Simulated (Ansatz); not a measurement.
Base system: Nb in the bcc (W type) structure (space group Im-3m, No. 229; a = 3.271 Å).

All numbers come from PBEsol (Ansatz, a program for electronic structure, PAW, no spin-orbit coupling).

For the base:

The volume per atom is 17.50 Å³. The band gap comes out as zero.

One thing is altered: Mo takes the place of Nb on all its sites, then cell and atoms are relaxed.

Problem. Estimate the effect on the volume per atom and band gap.

Solution. The volume per atom drops by 2.177 Å³, from 17.50 Å³ to 15.33 Å³; the band gap is still zero.

Stability against distortions was not tested. The final runs are not spin-polarised.
